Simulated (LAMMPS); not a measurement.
LAMMPS 22 Jul 2025, classical MD, Born-Mayer-Huggins in the Tosi-Fumi form: NaCl, 110592 atoms.

```text
units metal
atom_style charge
read_data unit.data
replicate 24 24 24
pair_style born/coul/long 10.0
pair_coeff 1 1 0.2637 0.317 2.340 1.048553 -0.49935
pair_coeff 1 2 0.21096 0.317 2.755 6.99055303 -8.6757
pair_coeff 2 2 0.158221 0.317 3.170 72.40215 -145.427161
kspace_style pppm 0.0001
velocity all create 1800 4928 dist gaussian loop geom
fix 1 all nve
fix 2 all langevin 900 900 0.08 9876 zero yes
timestep 0.002
thermo 100
run 300
reset_timestep 0
write_restart start.rst
```

```text
read_restart start.rst
pair_style born/coul/long 10.0
pair_coeff 1 1 0.2637 0.317 2.340 1.048553 -0.49935
pair_coeff 1 2 0.21096 0.317 2.755 6.99055303 -8.6757
pair_coeff 2 2 0.158221 0.317 3.170 72.40215 -145.427161
kspace_style pppm 0.0001
neighbor 2.0 bin
neigh_modify every 1 delay 0 check yes
fix 1 all nve
timestep 0.002
thermo_style custom step temp pe etotal press
thermo_modify format float %.10g
thermo 100
group probe id 1:48
dump probe probe custom 1000000 forces.txt id fx fy fz
dump_modify probe sort id format float %.8g
run 200
```

box: 135.4 × 135.4 × 135.4 Å.

start: generated rock salt lattice, warmed in an untimed run.

Compared values: energy and forces of the first step, drift over the run.

It runs on a single node (Arm Neoverse V2, 96 cores on 1 socket, no SMT, 1 L3 cache group).

Each time is the median wall time of two to five repeats, run one at a time on the otherwise empty machine; start-up is included. Unless noted, each process is bound to its own block of adjacent cores. Build: PyPI wheel: MPICH, OPENMP and OPT packages. Other compilers and libraries give other times. Scratch files lie in a memory file system. A preparatory run goes ahead and isn't timed.

Started as
```bash
# ahead of the timed run: OMP_NUM_THREADS=1 mpirun -np 48 lmp -in in.warm -log none -nocite
OMP_NUM_THREADS=1 mpirun -np 32 lmp -in in.lmp -log log.lammps -nocite
```
(32 ranks, thermo = 100) it takes 2.8 s and 10 neighbour list builds.

What happens to the run time with thermo = 1?

About 3.6 s (3 runs within 1 %): 1.3× as long. The largest move is in pair forces (Pair): 1.6 s to 2.3 s. Change in the result: energy equal as printed, forces on 48 atoms equal as printed, drift of the total energy equal as printed.
